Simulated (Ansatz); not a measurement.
Defect migration in 2H silicon carbide: interstitial Si, charge state +4. Method: PBE, PAW (plane waves to 420 eV; Ansatz, an electronic-structure program).

72-site cell at the relaxed PBE lattice, the Γ point alone, smearing 0.01 eV, spin-restricted, no finite-size correction. No zero-point or tunnelling terms. The host's phase is taken as given; its stability against other phases was not computed. The charge state is imposed; whether it is stable for some Fermi level was not computed. Sites that were not tried may lie lower.

Barriers: single points on a 2×2×2 k-point mesh shifted by half a step along c at the bands' geometries (they differ from the bands' own by up to 0.18 eV, and are uncertain by about as much).

The step: several atoms move together, Si the farthest. Atoms about the jump, Cartesian Å from the middle of the jump, before and after:

| atom | x0 | y0 | z0 | x1 | y1 | z1 |
|---|---|---|---|---|---|---|
| Si1 | 0.77 | 0.37 | -0.56 | -0.77 | -0.37 | 0.56 |
| C2 | 0.77 | 0.51 | 1.28 | 0.70 | 0.48 | 1.20 |
| C3 | -0.70 | 1.45 | -1.33 | -0.77 | 1.41 | -1.33 |
| C4 | 0.77 | -1.29 | -1.31 | 0.77 | -1.26 | -1.33 |
| Si5 | 0.77 | 2.30 | -1.98 | 0.85 | 0.56 | -0.91 |
| C6 | 2.25 | 1.45 | -1.33 | 2.36 | 1.44 | -1.36 |
| Si7 | 0.77 | -1.29 | 1.88 | 0.90 | -1.34 | 1.98 |
| Si8 | -0.78 | 1.40 | 1.86 | -0.77 | 1.56 | 1.98 |
| Si9 | -0.77 | -2.16 | -0.67 | -0.77 | -2.25 | -0.91 |
| Si10 | -2.35 | 0.50 | -0.70 | -2.40 | 0.56 | -0.91 |
| Si11 | 2.33 | 1.40 | 1.86 | 2.35 | 1.43 | 1.84 |
| C12 | -0.77 | -2.16 | 1.23 | -0.77 | -2.08 | 1.20 |
| C13 | -2.31 | 0.52 | 1.20 | -2.25 | 0.48 | 1.20 |
| Si14 | 2.32 | -2.16 | -0.67 | 2.33 | -2.17 | -0.70 |
| Si15 | -0.90 | 3.27 | -0.56 | -0.77 | 3.22 | -0.70 |
| C16 | 2.32 | -2.16 | 1.23 | 2.34 | -2.17 | 1.22 |
| Si17 | 3.90 | 0.50 | -0.70 | 3.86 | 0.51 | -0.71 |
| C18 | -0.78 | 3.20 | 1.28 | -0.77 | 3.22 | 1.22 |
| C19 | -2.31 | -1.27 | -1.33 | -2.31 | -1.26 | -1.33 |
| Si20 | 2.45 | 3.27 | -0.56 | 2.31 | 3.20 | -0.71 |
| C21 | 3.86 | 0.52 | 1.20 | 3.86 | 0.51 | 1.20 |
| C22 | 2.33 | 3.20 | 1.28 | 2.31 | 3.20 | 1.20 |
| Si23 | 0.77 | -1.29 | -3.23 | 0.78 | -1.27 | -3.29 |
| Si24 | -2.31 | -1.27 | 1.82 | -2.45 | -1.34 | 1.98 |
| C25 | 0.77 | 0.53 | -3.87 | 0.78 | 0.52 | -3.85 |
| C26 | 3.86 | -1.27 | -1.33 | 3.86 | -1.26 | -1.31 |

Question: Give the saddle-point geometry and the barrier.

Answer: 
```json
[
 {"atom": "Si1", "x": "0.48", "y": "0.29", "z": "-0.07"},
 {"atom": "C2", "x": "0.75", "y": "0.51", "z": "1.63"},
 {"atom": "C3", "x": "-0.70", "y": "1.34", "z": "-1.07"},
 {"atom": "C4", "x": "0.74", "y": "-1.14", "z": "-1.30"},
 {"atom": "Si5", "x": "0.70", "y": "0.78", "z": "-2.13"},
 {"atom": "C6", "x": "2.28", "y": "1.45", "z": "-1.45"},
 {"atom": "Si7", "x": "0.77", "y": "-1.37", "z": "1.98"},
 {"atom": "Si8", "x": "-0.86", "y": "1.46", "z": "1.98"},
 {"atom": "Si9", "x": "-0.84", "y": "-2.17", "z": "-0.69"},
 {"atom": "Si10", "x": "-2.36", "y": "0.50", "z": "-0.66"},
 {"atom": "Si11", "x": "2.37", "y": "1.46", "z": "1.90"},
 {"atom": "C12", "x": "-0.77", "y": "-2.14", "z": "1.22"},
 {"atom": "C13", "x": "-2.33", "y": "0.53", "z": "1.27"},
 {"atom": "Si14", "x": "2.33", "y": "-2.15", "z": "-0.68"},
 {"atom": "Si15", "x": "-0.76", "y": "3.21", "z": "-0.63"},
 {"atom": "C16", "x": "2.30", "y": "-2.14", "z": "1.23"},
 {"atom": "Si17", "x": "3.85", "y": "0.52", "z": "-0.72"},
 {"atom": "C18", "x": "-0.78", "y": "3.20", "z": "1.29"},
 {"atom": "C19", "x": "-2.35", "y": "-1.26", "z": "-1.31"},
 {"atom": "Si20", "x": "2.30", "y": "3.23", "z": "-0.71"},
 {"atom": "C21", "x": "3.83", "y": "0.53", "z": "1.20"},
 {"atom": "C22", "x": "2.31", "y": "3.19", "z": "1.20"},
 {"atom": "Si23", "x": "0.78", "y": "-1.36", "z": "-3.34"},
 {"atom": "Si24", "x": "-2.34", "y": "-1.27", "z": "1.84"},
 {"atom": "C25", "x": "0.82", "y": "0.53", "z": "-3.91"},
 {"atom": "C26", "x": "3.84", "y": "-1.25", "z": "-1.32"}
]
```
It lies 1.36 eV above the start and 1.36 eV above the end. The saddle point's order was not checked.
